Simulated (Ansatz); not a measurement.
Consider Ce in the fcc (Cu type) structure (space group Fm-3m, No. 225; a = 4.664 Å).

Structures relaxed with Ansatz (a program for electronic structure), r2SCAN, PAW, cutoff 500 eV, no SOC.

Base:

Simulated powder pattern, Mo Kα, λ = 0.71073 Å (kinematic, ideal powder, no thermal factors, no anomalous dispersion; the 8 strongest lines at most, above 2 %, up to 2θ = 40°):

```json
[
 {"2θ (°)": "15.17", "I/Imax (%)": "100", "hkl": "(111)"},
 {"2θ (°)": "17.53", "I/Imax (%)": "51", "hkl": "(200)"},
 {"2θ (°)": "24.89", "I/Imax (%)": "39", "hkl": "(220)"},
 {"2θ (°)": "29.28", "I/Imax (%)": "47", "hkl": "(311)"},
 {"2θ (°)": "30.61", "I/Imax (%)": "14", "hkl": "(222)"},
 {"2θ (°)": "35.49", "I/Imax (%)": "6.5", "hkl": "(400)"},
 {"2θ (°)": "38.80", "I/Imax (%)": "20", "hkl": "(331)"},
 {"2θ (°)": "39.85", "I/Imax (%)": "18", "hkl": "(420)"}
]
```

Perturbation: every Ce is replaced by Lu, then cell and atoms are relaxed.

Problem. Where do the lines fall after the change?

Solution. 
Simulated powder pattern, Mo Kα, λ = 0.71073 Å (kinematic, ideal powder, no thermal factors, no anomalous dispersion; the 8 strongest lines at most, above 2 %, up to 2θ = 40°):

```json
[
 {"2θ (°)": "14.49", "I/Imax (%)": "100", "hkl": "(111)"},
 {"2θ (°)": "16.74", "I/Imax (%)": "53", "hkl": "(200)"},
 {"2θ (°)": "23.76", "I/Imax (%)": "42", "hkl": "(220)"},
 {"2θ (°)": "27.94", "I/Imax (%)": "52", "hkl": "(311)"},
 {"2θ (°)": "29.21", "I/Imax (%)": "15", "hkl": "(222)"},
 {"2θ (°)": "33.86", "I/Imax (%)": "7.2", "hkl": "(400)"},
 {"2θ (°)": "37.00", "I/Imax (%)": "22", "hkl": "(331)"},
 {"2θ (°)": "38.00", "I/Imax (%)": "20", "hkl": "(420)"}
]
```

The indices refer to each structure's own conventional cell; one index is shown for lines that coincide.

Open 4f shells without U are poorly described, and the f state was not checked. Whether these cells are dynamically stable was not tested. As relaxed here, Lu is a hypothetical phase, not in the database extracts checked. Starting moments died away, wholly or in part, for the base; another magnetic solution may exist. All final runs are without spin polarisation.
